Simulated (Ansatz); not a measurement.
Consider MgS in the rock salt structure (space group Fm-3m, No. 225; a = 5.1292 Å). Axes: x, y, z lie along the cube axes.

All numbers come from LDA in Ansatz (plane waves to 420 eV, PAW, spin-orbit coupling left out).

Strains are applied to the cell and any free atomic positions relax; under biaxial strain the out-of-plane vector relaxes too.

One change was made to it. Results:

```csv
quantity,base,after
smallest direct gap,3.83 eV,3.75 eV
electron mass,"0.53 mₑ along k, 0.28 mₑ across (at X)","0.53 mₑ along k, 0.29 mₑ across (at X)"
```

Problem. Which change produced these results?
A. biaxial strain −2.00 %, plane normal [001], relaxed out of plane
B. biaxial strain +2.50 %, plane normal [001], relaxed out of plane
C. biaxial strain +1.50 %, plane normal [001], relaxed out of plane
D. biaxial strain +0.50 %, plane normal [001], relaxed out of plane

Solution. D, biaxial strain +0.50 %, plane normal [001], relaxed out of plane. For comparison, the electron mass in the other runs: biaxial strain +2.50 %, plane normal [001], relaxed out of plane gives 0.48 mₑ along k, 0.30 mₑ across (at X); biaxial strain +1.50 %, plane normal [001], relaxed out of plane gives 0.50 mₑ along k, 0.29 mₑ across (at X); biaxial strain −2.00 %, plane normal [001], relaxed out of plane gives 0.52 mₑ along k, 0.29 mₑ across (at X).

Masses are band curvatures over ±0.01 Å⁻¹ around the edge. Along k means along the line from Γ to the band edge. No phonon test of stability was made.

Ansatz is a first-principles code.
